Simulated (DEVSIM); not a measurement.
Structure: In0.52Al0.48As/In0.53Ga0.47As p-n heterojunction, at 300 K.

Layer 1 from the left is In0.52Al0.48As, thickness (μm) 1.60, Na (cm⁻³) 6.9e17, τn (s) 2.1e-9, τp (s) 2.1e-9. Layer 2 from the left is In0.53Ga0.47As, thickness (μm) 0.150, Nd (cm⁻³) 1.9e15, τn (s) 2.1e-9, τp (s) 2.1e-9.

Left contact: ohmic. Right contact: ohmic. Voltage is applied to the left contact. Recombination: SRH at mid-gap, radiative, Auger. Mobility is μmin + (μ − μmin)/(1 + (N/Nref)^α).

The device is made up for the run: typed textbook-type constants, with dimensions and the other settings drawn at random. Values at 300 K.

In0.52Al0.48As: gap (eV) 1.45, affinity (eV) 4, permittivity 12.5, Nc (cm⁻³) 5.1e17, Nv (cm⁻³) 1.1e19, μn (cm²/Vs) 4000, μp (cm²/Vs) 75, μn,min 800, μp,min 10, Nref,n 3e16, Nref,p 1e17, αn 1.1, αp 0.6, B (cm³/s) 1e-10, Cn (cm⁶/s) 1e-30, Cp (cm⁶/s) 1e-30. In0.53Ga0.47As: gap (eV) 0.74, affinity (eV) 4.51, permittivity 13.9, Nc (cm⁻³) 2.1e17, Nv (cm⁻³) 7.7e18, μn (cm²/Vs) 12000, μp (cm²/Vs) 300, μn,min 300, μp,min 10, Nref,n 1.3e17, Nref,p 4.9e17, αn 0.48, αp 0.4, B (cm³/s) 9.6e-11, Cn (cm⁶/s) 5e-29, Cp (cm⁶/s) 5e-29.

Simulated with DEVSIM: 1D drift-diffusion, Boltzmann statistics, complete ionisation; no tunnelling, impact ionisation, image-force lowering or self-heating. Band offsets follow the typed affinities; no thermionic-emission limit at abrupt steps, no polarisation charge.

What does the simulation give for the dark forward voltage at 100 A/cm², the potential step across the device at zero bias?

dark forward voltage at 100 A/cm² 0.362 V; potential step across the device at zero bias 0.747 V.
